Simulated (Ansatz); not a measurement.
A15 Nb3Sn (cubic form, which distorts at low temperature), treated with PBE-D4 in Ansatz (plane waves, PAW).

Numerical settings: plane-wave cutoff 520 eV, 10×10×10 k mesh, Fermi–Dirac smearing 0.05 eV, no spin polarisation, scalar-relativistic PAW data made under PBE.

Pressure at four volumes; x = ln(V/18.441 Å³). One pressure is withheld.

| V (Å³/atom) | x | P (GPa) |
|---|---|---|
| 17.334 | -0.0619 | ? |
| 17.703 | -0.0408 | 7.54 |
| 18.441 | 0.0000 | 0.00 |
| 19.547 | 0.0582 | -8.73 |

Task: Pass a parabola P(x) through the three rows shown, estimate the bulk modulus and its pressure derivative near zero pressure, and predict the withheld pressure.

Result: Slopes between the rows: (0.00 − (7.54))/(0.0000 − (-0.0408)) = -184.80 and (-8.73 − (0.00))/(0.0582 − (0.0000)) = -150.00 GPa. Their difference over the span 0.0990 is c = 34.80/0.0990 = 351.5 GPa, so P(x) = 7.54 + (-184.80)(x − (-0.0408)) + 351.5 (x − (-0.0408))(x − (0.0000)). At the middle row B = −dP/dx = −[-184.80 + 351.5 × 0.0408] = 170.5 GPa, and B′ = dB/dP = 2c/B = 4.1. At x = -0.0619 the parabola gives 11.90 GPa; the run gives 11.93 GPa. The Birch–Murnaghan fit to the energies at all volumes has B0 = 169 GPa and B′ = 4.2.

Measured, for comparison: bulk modulus 165 GPa (4 K, zero-point motion not removed; as tabulated in Lu and Klein (1997), arXiv:cond-mat/9704251). Computed (rounded) less measured: bulk modulus +2 %.

Note: symmetry holds this phase in the static calculation, where it need not be a minimum.

Spin–orbit coupling is not included.

Ansatz is a program for electronic structure.
